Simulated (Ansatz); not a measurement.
System: interstitial Li in zinc-blende CuI (charge state +1). Calculation: PBE, PAW (plane waves to 420 eV; Ansatz, an electronic-structure program).

64-site cell at the relaxed PBE lattice, one k-point at (0.250, 0.250, 0.250), smearing 0.01 eV, spin-restricted, no finite-size correction. No zero-point or tunnelling terms. Spin-orbit coupling is left out. The charge state is imposed; whether it is stable for some Fermi level was not computed. Sites that were not tried may lie lower.

Barriers: single points on a 2×2×2 k-point mesh shifted by half a step at the bands' geometries.

The step: a direct jump of one Li atom; the atom moves 2.62 Å along (0.25, 0.25, 0.25) of the unit cell; the moving atom starts with neighbours 3 Cu at 2.71, Cu at 2.72; 3 I at 3.04, 2 I at 3.05, I at 3.05 Å and ends with 6 Cu at 3.05; 3 I at 2.71, I at 2.73 Å.

Question: Give the migration barrier of this step at the level PBE, PAW.

Answer: 0.37 eV forward and 0.22 eV backward. At the saddle the moving atom has neighbours 3 Cu at 2.67; 3 I at 2.61 Å. The saddle point's order was not checked, and it lies on a symmetry element of the cell, where a band can be held.
